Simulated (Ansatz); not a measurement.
Electronic density of states of amorphous Si36Ge36, density 3.81 g/cm³, on a 2×2×2 Γ-centred mesh with a Gaussian width of 0.1 eV; energies count from the Fermi level. Cell and mesh are small, so fine structure isn't converged. These are PBE, scalar-relativistic without spin-orbit coupling (plane waves to 420 eV, PAW; Ansatz, a first-principles code) values and carry that method's errors. Sampling: a 2×2×2 Γ-centred mesh; Fermi-Dirac width 0.05 eV; no spin polarisation. The levels at the Fermi energy are partly filled. A closed spacing in one fast-quenched cell at PBE doesn't show the material to be a metal.

The cell was made by melting and quenching with the CHGNet potential and then relaxed with DFT. The hot cell started wider than the set density and was brought back towards it in steps. It is the lowest in DFT energy of 4 quenches. It is a model cell: composition and starting density were chosen by hand, and all elements were melted together. No dispersion term was used. Its density started from a set value of 3.65 and ended at 3.81 g/cm³. The simulated quench (nominally 100 K/ps over its main leg) is rapid and tends to freeze in more defects than a deposited or slowly cooled glass has. One small periodic cell is one sample of the glass; other quenches scatter about these values. The volume was free in the relaxation, at fixed shape. Stress components on the final sampling reach 1.5 GPa. On a 2×2×2 Γ-centred mesh force components of up to 0.24 eV/Å stay, since the relaxation ran on one k-point at (1/4, 1/4, 1/4).

```tsv
E - EF (eV)	states/(eV atom)
-12.00	0.14
-11.90	0.15
-11.80	0.17
-11.70	0.15
-11.60	0.09
-11.50	0.11
-11.40	0.17
-11.30	0.24
-11.20	0.31
-11.10	0.30
-11.00	0.27
-10.90	0.24
-10.80	0.19
-10.70	0.17
-10.60	0.19
-10.50	0.20
-10.40	0.25
-10.30	0.31
-10.20	0.33
-10.10	0.30
-10.00	0.29
-9.90	0.30
-9.80	0.29
-9.70	0.28
-9.60	0.29
-9.50	0.26
-9.40	0.30
-9.30	0.30
-9.20	0.34
-9.10	0.31
-9.00	0.22
-8.90	0.23
-8.80	0.29
-8.70	0.35
-8.60	0.34
-8.50	0.25
-8.40	0.22
-8.30	0.29
-8.20	0.33
-8.10	0.33
-8.00	0.29
-7.90	0.28
-7.80	0.31
-7.70	0.31
-7.60	0.30
-7.50	0.26
-7.40	0.25
-7.30	0.30
-7.20	0.31
-7.10	0.23
-7.00	0.22
-6.90	0.25
-6.80	0.27
-6.70	0.28
-6.60	0.24
-6.50	0.22
-6.40	0.25
-6.30	0.24
-6.20	0.20
-6.10	0.24
-6.00	0.28
-5.90	0.26
-5.80	0.22
-5.70	0.21
-5.60	0.29
-5.50	0.28
-5.40	0.23
-5.30	0.23
-5.20	0.25
-5.10	0.25
-5.00	0.26
-4.90	0.27
-4.80	0.29
-4.70	0.29
-4.60	0.27
-4.50	0.22
-4.40	0.23
-4.30	0.28
-4.20	0.28
-4.10	0.27
-4.00	0.36
-3.90	0.40
-3.80	0.40
-3.70	0.44
-3.60	0.45
-3.50	0.44
-3.40	0.44
-3.30	0.46
-3.20	0.46
-3.10	0.51
-3.00	0.54
-2.90	0.53
-2.80	0.55
-2.70	0.54
-2.60	0.54
-2.50	0.55
-2.40	0.58
-2.30	0.59
-2.20	0.56
-2.10	0.56
-2.00	0.59
-1.90	0.55
-1.80	0.57
-1.70	0.58
-1.60	0.61
-1.50	0.54
-1.40	0.52
-1.30	0.51
-1.20	0.51
-1.10	0.53
-1.00	0.45
-0.90	0.40
-0.80	0.41
-0.70	0.39
-0.60	0.34
-0.50	0.37
-0.40	0.37
-0.30	0.38
-0.20	0.34
-0.10	0.31
0.00	0.32
0.10	0.26
0.20	0.25
0.30	0.32
0.40	0.31
0.50	0.28
0.60	0.30
0.70	0.36
0.80	0.36
0.90	0.37
1.00	0.41
1.10	0.40
1.20	0.38
1.30	0.37
1.40	0.40
1.50	0.43
1.60	0.49
1.70	0.53
1.80	0.49
1.90	0.47
2.00	0.52
2.10	0.54
2.20	0.51
2.30	0.49
2.40	0.51
2.50	0.54
2.60	0.57
2.70	0.57
2.80	0.60
```
